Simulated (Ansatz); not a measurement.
```xyz
2
Lattice="11.0000 0.0000 0.0000 0.0000 11.0000 0.0000 0.0000 0.0000 5.7420" Properties=species:S:1:pos:R:3 pbc="T T T"
K      5.5000     5.5000     0.0000
Cl     5.5000     5.5000     2.8710
```

Computed with PBE (plane waves to 420 eV, PAW; Ansatz, an electronic-structure program). Mesh 1×1×54. No spin polarisation. It repeats along c; a and b span vacuum. A hypothetical model. Only distortions within the start's symmetry and period were free. Pairing along the axis, which can open a gap, is among the distortions not tried.

**Question.** Tabulate the two highest filled and two lowest empty levels along the axis, from the valence top.

**Answer.** 
| k (2π/c) | v2 (eV) | v1 (eV) | c1 (eV) | c2 (eV) |
|---|---|---|---|---|
| 0.000 | 0.00 | 0.00 | 4.57 | – |
| 0.042 | 0.00 | 0.00 | 4.58 | – |
| 0.083 | 0.00 | 0.00 | 4.61 | – |
| 0.125 | -0.01 | -0.01 | 4.65 | – |
| 0.167 | -0.01 | -0.01 | 4.71 | – |
| 0.208 | -0.02 | -0.02 | – | – |
| 0.250 | -0.02 | -0.02 | – | – |
| 0.292 | -0.03 | -0.03 | – | – |
| 0.333 | -0.04 | -0.04 | – | – |
| 0.375 | -0.04 | -0.04 | – | – |
| 0.417 | -0.04 | -0.04 | – | – |
| 0.458 | -0.05 | -0.05 | – | – |
| 0.500 | -0.05 | -0.05 | – | – |
A dash stands for levels within 1 eV of the vacuum level or above it.
